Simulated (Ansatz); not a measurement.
# A constructed model of the (111) surface of fcc Pd, a pseudomorphic layer of Sn in the other hollow (bottom of the slab: a bare face, its two planes held)

Computed with PBE (plane waves to 420 eV, PAW; Ansatz, an electronic-structure program).

Set-up: 7 atoms, 13.8 Å thick at the start; mesh 15x15x1; 0.1 eV smearing; dipole correction on; 2 atoms held, the rest relaxed; start symmetry kept, larger cells not searched; no spin, no spin-orbit, no U. In PBE it is, or lies within 0.01 eV a 1x1 cell of, the lowest of the 2 structures of its composition computed so far; larger cells were not tried.

```yaml
work_function_of_the_top_face: 3.76 eV
energy_released_by_relaxation: 0.017 eV
cost: very roughly 2.6 core-minutes
```
